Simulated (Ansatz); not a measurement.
**GaN under a change: x(Sb) = 0.333, 12 atoms, P6_3mc**

Take GaN in the wurtzite structure (space group P6_3mc, No. 186; a = 3.1831 Å, c = 5.1836 Å) as the base.

The other end (x = 1) is GaSb in the wurtzite structure (space group P6_3mc, No. 186; a model cell, its experimental status unchecked): 28.82 Å³/atom, gap 0.40 eV; this end may not be an ambient phase.

It is then changed as follows: a fraction x = 0.333 of the N sites is given to Sb, ordered in a cell of 12 atoms (starting symmetry P6_3mc) and fully relaxed.

All numbers come from r2SCAN, PAW, 500 eV (Ansatz, a first-principles code; no SOC). Settings: 17×17×2 k-points, 0.05 eV Fermi–Dirac smearing, for the changed cell.

The volume per atom goes up by 5.545 Å³, from 11.37 Å³ to 16.92 Å³ and the shortest interatomic distance shrinks by 0.009 Å (1.946 Å → 1.937 Å). The band gap changes from 2.35 eV to zero and the mixing energy comes out as +0.27 eV/atom (to 0.01 eV only: unlike meshes or grids) (against an end that may be hypothetical). The deviation of the volume from the linear (Vegard-type) interpolation is -1.6 %.

These are small ordered cells, not random alloys; other orderings at the same x differ. With Sb present, leaving out spin-orbit coupling can change the band edges. Whether these cells are dynamically stable was not tested. All final runs are without spin polarisation. Under x(Sb) = 0.333, 12 atoms, P6_3mc the cell changed shape so far that it is another structure. This is not the structure that GaSb has at room temperature and ambient pressure.
